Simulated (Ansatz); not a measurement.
Input and output of a relaxation of cell and atoms for ZnS (P6_3mc, 28 atoms in the cell) (Ansatz, an electronic-structure program).

Method of the run: LDA (PW92), PAW files made with PBE (plane waves; Ansatz).

```xyz
28
Lattice="3.7801 0.0000 0.0000 -1.8900 3.2736 0.0000 0.0000 0.0000 43.2818" Properties=species:S:1:pos:R:3 pbc="T T T"
Zn     1.8900     1.0912     3.0947
Zn     0.0000     2.1824    24.7356
Zn     0.0000     0.0000    27.8259
Zn     0.0000     0.0000     6.1850
Zn     0.0000     2.1824    34.0065
Zn     1.8900     1.0912    12.3656
Zn     0.0000     0.0000    15.4603
Zn     0.0000     0.0000    37.1012
Zn     1.8900     1.0912    40.1915
Zn     0.0000     2.1824    18.5506
Zn     0.0000     2.1824     9.2753
Zn     1.8900     1.0912    30.9162
Zn     0.0000     2.1824     0.0000
Zn     1.8900     1.0912    21.6409
S      0.0000     2.1824    20.8618
S      1.8900     1.0912    42.5028
S      0.0000     2.1824     2.3199
S      1.8900     1.0912    23.9608
S      1.8900     1.0912    14.6855
S      0.0000     2.1824    36.3264
S      0.0000     0.0000    17.7759
S      0.0000     0.0000    39.4168
S      1.8900     1.0912    33.2318
S      0.0000     2.1824    11.5909
S      0.0000     0.0000     8.5006
S      0.0000     0.0000    30.1415
S      1.8900     1.0912     5.4102
S      0.0000     2.1824    27.0512
```

Reference input (self-consistent single point, DFT, PBE, plane waves, PAW files): basis.ecutwfc = 30.9 Ry; kpoints.mp_grid.grid = 5 5 1; hamiltonian.xc = pbe; hamiltonian.pseudopotentials = {kind: paw} (the program's default PAW files); scf.occupations.method = fixed. This run's input differs from it in these lines:

Ansatz 0.2 input:
```diff
@@ -41,3 +41,3 @@
 hamiltonian:
-  xc: pbe
+  xc: lda
   pseudopotentials:
@@ -48,2 +48,4 @@
     method: fixed
+relax:
+  cell: {}
 output:
```

Log, with long lists cut:

```
   [... SCF lines of the steps left out ...]
relax step   1: F+E_penalty+E_count = -57643.96885016 eV  Δ(F+E_penalty+E_count) = +0.000e0 eV  max|allowed force component| = 2.754e-2 eV/Å  Δτ_max = 0.0000 Å  P = -2.331 GPa  Ω = 535.593 Å³  (10 SCF iters, dr2 threshold 1.00e-7 eV, accepted)
relax step   2: F+E_penalty+E_count = -57644.06961655 eV  Δ(F+E_penalty+E_count) = -1.008e-1 eV  max|allowed force component| = 1.350e-2 eV/Å  Δτ_max = 0.0034 Å  P = -0.927 GPa  Ω = 526.158 Å³  energy of the carried Pulay correction = +3.487e-3 eV  [...]
relax step   3: F+E_penalty+E_count = -57644.08861458 eV  Δ(F+E_penalty+E_count) = -1.900e-2 eV  max|allowed force component| = 4.193e-3 eV/Å  Δτ_max = 0.0016 Å  P = +0.005 GPa  Ω = 520.378 Å³  energy of the carried Pulay correction = +5.654e-3 eV  [...]
relax step   4: F+E_penalty+E_count = -57644.08305850 eV  Δ(F+E_penalty+E_count) = +5.556e-3 eV  max|allowed force component| = 4.167e-3 eV/Å  Δτ_max = 0.0000 Å  P = +0.004 GPa  Ω = 520.378 Å³  stress off target by 5.48e-3 GPa  SCF on the basis [...]
basis re-selected at this cell: Δ(F+E_penalty+E_count) = +5.556e-3 eV, ΔP = -0.001 GPa vs the last step
the relaxation is at rest under the 12 symmetry operations that the run kept from its start: a minimum is not shown …
Free energy (F): -57644.083059 eV
Internal energy: -57644.083059 eV  (E = F + TS)
E sigma→0 (E₀):  -57644.083059 eV
Fermi energy:    6.297036 eV
--- Forces (eV/Å), atoms counted from 1 ---
  atom   1  Zn    -0.00000000     0.00000000     0.00416741
  atom   2  Zn    -0.00000000    -0.00000000     0.00416741
   [... lines left out ...]
  cell:  # Å, volume = 520.3777 Å³
   [... lines left out ...]
    - { symbol: S, position: [-2.388950042821225e-34, 6.688589904060322e-35, 0.19645932810343716] }
    - { symbol: S, position: [1.322588082018628e-35, 2.7664848294280915e-35, 0.6964593281034371] }
    - { symbol: S, position: [0.6666666666666665, 0.3333333333333332, 0.12506101402756198] }
    - { symbol: S, position: [0.3333333333333332, 0.6666666666666664, 0.625061014027562] }
```

The run converged. 

Summary of the result:
```
Quantity                                                                                               Value
------------------------------------------------  ----------------------------------------------------------
Free energy E − TS (on the zero of these files)                                               -57644.0831 eV
Top of the valence band (on the code's own zero)                                                     6.30 eV
Gap on the k-point mesh                                                                              2.13 eV
Pressure                                                                                            0.00 GPa
Largest force (vector length)                                                                     0.004 eV/Å
Final cell                                        a = b = 3.746 Å, c = 42.811 Å, α = β = 90.00°, γ = 120.00°
Final volume per atom                                                                               18.58 Å³
Relaxation steps                                                                                           4
```

The starting cell comes from a database of computed structures (which also holds hypothetical and non-ambient phases and stackings), without a prior relaxation at this level. Its lattice was rescaled by a random factor within 2.5 % of one. The relaxation keeps the symmetry of its start, so its end need not be a minimum. Ansatz's pressure includes its estimate of the finite-basis (Pulay) stress.

Cost on one core of a shared machine: roughly 90 s.
